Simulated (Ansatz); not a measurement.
**Response to strain in SiC**

The reference is SiC in the wurtzite structure (space group P6_3mc, No. 186).

```cif
data_C2Si2
_chemical_formula_sum 'Si2 C2'
_space_group_name_H-M_alt 'P 1'
_space_group_IT_number 1
_cell_length_a 3.07595
_cell_length_b 3.07595
_cell_length_c 5.04778
_cell_angle_alpha 90.000
_cell_angle_beta 90.000
_cell_angle_gamma 120.000
loop_
_space_group_symop_operation_xyz
  'x, y, z'
loop_
_atom_site_label
_atom_site_type_symbol
_atom_site_fract_x
_atom_site_fract_y
_atom_site_fract_z
_atom_site_occupancy
Si1 Si 0.33333 0.66667 0.99959 1
Si2 Si 0.66667 0.33333 0.49959 1
C1 C 0.33333 0.66667 0.37541 1
C2 C 0.66667 0.33333 0.87541 1
```

Strains are applied to the cell and any free atomic positions relax.

The values are results of PBEsol, PAW, 420 eV (Ansatz, a first-principles code; no spin-orbit coupling), not measurements.

Notes on the quantities. pressure: mean of the normal stresses, compression positive.

| isotropic strain (%) | pressure (GPa) |
|---|---|
| -3 | 24.2 |
| -2.4 | ? |
| -1.8 | 13.5 |
| -1.2 | 8.6 |
| -0.6 | 4.2 |
| 0 | 0.0 |

Question: Fit P = P₀ − Bδ + Cδ² with δ = (1 + ε)³ − 1 to the rows shown and predict the withheld row.

Answer: Least squares on the printed values gives P₀ = 0.0 GPa, B = 219 GPa (at held cell shape), C = 665 GPa (largest residual 0.1 GPa); this predicts 18.7 GPa, and the run gives 18.7 GPa, in agreement.

Whether these cells are dynamically stable was not tested.
